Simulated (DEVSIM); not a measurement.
Structure: Mo/Al2O3/SiO2/p-Si capacitor, at 400 K.

Layer 1 from the left is Al2O3, thickness (nm) 23.0. Layer 2 from the left is SiO2, thickness (nm) 0.630. Layer 3 from the left is Si, thickness (nm) 13000, Na (cm⁻³) 2.1e15.

Metal gate on the left, work function 4.6 eV. Fixed charge at the semiconductor interface -1.3e11 cm⁻² (in units of +e); no interface traps.

The device is made up for the run: typed textbook-type constants, with dimensions and the other settings drawn at random. Values at 300 K; Nc and Nv go as T^1.5, mobilities as T to minus their exponent, the gap by Varshni's rule with the affinity fixed.

Al2O3: gap (eV) 6.8, affinity (eV) 1.35, permittivity 9. SiO2: gap (eV) 9, affinity (eV) 0.9, permittivity 3.9. Si: gap (eV) 1.124, affinity (eV) 4.05, permittivity 11.7, Nc (cm⁻³) 2.86e19, Nv (cm⁻³) 3.1e19, Varshni α (eV/K) 0.000473, Varshni β (K) 636.

Question: Estimate by hand the flat-band voltage, the threshold voltage, and compare with a numerical solution.

Answer: 
- Flat-band voltage: C = 0.326 μF/cm², work-function difference -0.201 V; VFB = φms − qNf/C = -0.14 V; numerical -0.14 V.
- Threshold voltage: φF = 0.204 V, depletion charge √(4εqNφF) = 1.69e-8 C/cm²; VT = VFB + 2φF + Qd/C = 0.32 V; numerical 0.32 V.

DEVSIM, 1D Poisson equation in equilibrium, Boltzmann statistics, complete ionisation; no quantum confinement or tunnelling. Metal contacts follow the ideal Schottky-Mott rule: no Fermi-level pinning, no interface dipoles.
